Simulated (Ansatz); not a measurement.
## Fermi-surface data of HfTaB₄ (P6/mmm)

Here is the system:

```
CELL_PARAMETERS angstrom
      3.10740     0.00000     0.00000
     -1.55370     2.69108     0.00000
      0.00000     0.00000     6.70916
ATOMIC_POSITIONS crystal
  Hf 0.00000 0.00000 0.00000
  Ta 0.00000 0.00000 0.50000
  B  0.33333 0.66667 0.74425
  B  0.66667 0.33333 0.25575
  B  0.66667 0.33333 0.74425
  B  0.33333 0.66667 0.25575
```

These are PBEsol, rigid bands (plane waves, PAW, scalar-relativistic; Ansatz, a quantum-chemistry and plane-wave program) values and carry that method's errors. How the cell was made: cell and atoms relaxed with PBEsol.

```
Property                                                               Result
------------------------------------  ---------------------------------------
density of states at the Fermi level        1.25 states/(eV·cell), both spins
bare Sommerfeld coefficient                         0.49 mJ/(mol of atoms·K²)
Drude plasma energy                              7.5 (x), 7.5 (y), 7.0 (z) eV
root-mean-square Fermi velocity                                     9.7e5 m/s
resistivity times τ                   8.6 (x), 8.6 (y), 10.0 (z) ×10⁻²² Ω·m·s
```

A metal at this level (no band gap); rigid bands, thermally averaged at 300 K, both spins. Spin-orbit coupling is left out, which matters with elements this heavy. τ is one relaxation time for all states.

Computed structure, not matched to a measured one here, so possibly hypothetical: HfTaB4 (P6/mmm).
